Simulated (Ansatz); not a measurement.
## Mo: pressure 1.8 GPa

Consider Mo in the bcc (W type) structure (space group Im-3m, No. 229; a = 3.151 Å).

It is then changed as follows: cell and atoms relaxed at a pressure of 1.8 GPa.

Calculations: Ansatz (a quantum-chemistry and plane-wave program) r2SCAN, no SOC. Settings: 21×21×21 k-points, 0.05 eV Fermi–Dirac smearing.

```tsv
quantity	base	changed	shift
volume per atom	15.64 Å³	15.53 Å³	-0.102 Å³
density	10.19 g/cm³	10.26 g/cm³	+0.07 g/cm³
shortest interatomic distance	272.8 pm	272.3 pm	-0.59 pm
enthalpy H = E + PV relative to the base's energy	–	+0.18 eV/atom	–
band gap	zero	zero	–
```

Load acts through the strain it causes; cell and atoms are relaxed under it. Stability against distortions was not tested. The final runs are not spin-polarised.
